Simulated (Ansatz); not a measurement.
Where the default PAW files enter, the runs use the earlier of Ansatz's two default sets.

Tunnelling through a barrier is set by its complex band structure: the current falls as exp(−2κd) with the smallest κ.

Given:

```
CELL_PARAMETERS angstrom
      4.91656     0.00000     0.00000
      0.00000     5.43163     0.00000
      2.45828     0.00000     4.25787
ATOMIC_POSITIONS crystal
  Si 0.53120 0.66667 0.00000
  Si 0.46880 0.00000 0.53120
  Si 0.00000 0.33333 0.46880
  O  0.26856 0.45218 0.14454
  O  0.58690 0.78551 0.26856
  O  0.14454 0.11885 0.58690
  O  0.85546 0.54782 0.73144
  O  0.73144 0.21449 0.41310
  O  0.41310 0.88115 0.85546
```

Space group of this cell: P3_221. The cell is taken as given; by PBEsol its mean pressure is 2.8 GPa.

Transport runs along the normal of the first two printed cell vectors, the (100) plane of the conventional cell.

The gap is the functional's own, uncorrected, and κ follows it; spin-orbit coupling is left out. Mid-gap values are interpolated between the computed energies.

Question: Estimate the band gap and the smallest decay constant κ at mid-gap that PBEsol (Ansatz, a first-principles code) returns for this system.

Answer: Gap 5.84 eV on a 8×6×8 mesh; κ = 0.482 1/Å, at the zone centre.
